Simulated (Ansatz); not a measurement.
S on the 1x1 (0001) surface of hcp Ru, one in a 2x2 cell, energies for each (25.7 Å²). Energies are against ⅛ S8(g), without zero-point or thermal terms; each row is named by its start.

Calculation: PBE (plane waves to 420 eV, PAW; Ansatz, an electronic-structure program).

Which site binds most strongly?
A) hollow Ru-Ru-Ru over Ru at depth 2.1 Å
B) top Ru
C) hollow Ru-Ru-Ru

A, hollow Ru-Ru-Ru over Ru at depth 2.1 Å. Adsorption energies: hollow Ru-Ru-Ru over Ru at depth 2.1 Å -2.67 eV; hollow Ru-Ru-Ru -2.56 eV; top Ru -0.99 eV.
